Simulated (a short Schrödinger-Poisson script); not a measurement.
Structure: MOS inversion layer, Al2O3 on p-type In0.53Ga0.47As, at 300 K.

| layer | material | thickness (nm) | Na (cm⁻³) |
|---|---|---|---|
| 1 | Al2O3 | 3.6 | - |
| 2 | In0.53Ga0.47As | 1100 | 1.3e17 |

Constants are typed, rounded textbook-type inputs, not results; the design itself was drawn at random and stands for no fabricated device. Al2O3: permittivity 9, conduction-band edge (eV) 3.16, gap (eV) 6.8, electron mass (mₑ) 0.3. In0.53Ga0.47As: permittivity 13.9, conduction-band edge (eV) 0, gap (eV) 0.74, Nv at 300 K (cm⁻³) 7.7e18.

Channel valleys (confinement mass, in-plane density-of-states mass, number): Γ 0.041, 0.041, 1. At the gate the conduction-band edge of layer 1 lies 3.37 eV − eVg above the Fermi level of the channel; the field vanishes at the back. Gaps are held at their typed values at every temperature. Mesh 0.03 nm at interfaces.

From a short Schrödinger-Poisson script (our own, NumPy): 1D Poisson equation in equilibrium, electrons quantum, Hartree (BenDaniel-Duke, 12 states a valley, the channel's in-plane mass for all, wave functions free to enter the dielectric), parabolic valleys, classical holes, full ionisation, no traps, pinning or gate leakage.

The same stack at other levels of the model or other numerical settings:

```tsv
run	sheet density of all electrons at Vg = 1 V (cm⁻²)	sheet density of all electrons at Vg = 0.4 V (cm⁻²)	capacitance at Vg = 1 V (μF/cm²)	centroid of the channel electrons at Vg = 1 V (nm)	rough cost against the base
base	3.70e12	1.33e11	1.14	4.28	about 1
electrons treated as classical, Boltzmann	7.29e12	4.77e11	2.03	0.79	0.05
electrons treated as classical, Fermi-Dirac	3.96e12	2.90e11	1.14	3.67	0.3
electrons treated as quantum, Hartree plus LDA exchange-correlation	3.83e12	1.51e11	1.16	4.20	1
mesh six times as coarse	3.67e12	1.28e11	1.14	4.33	0.2
one subband a valley	3.47e12	1.30e11	1.03	3.56	0.7
```

The classical rows ignore confinement, and Boltzmann statistics overrate the density once the band edge passes the Fermi level.

Above a few 1e12 electrons/cm² a light Γ valley is non-parabolic and upper valleys begin to fill, which the model leaves out.
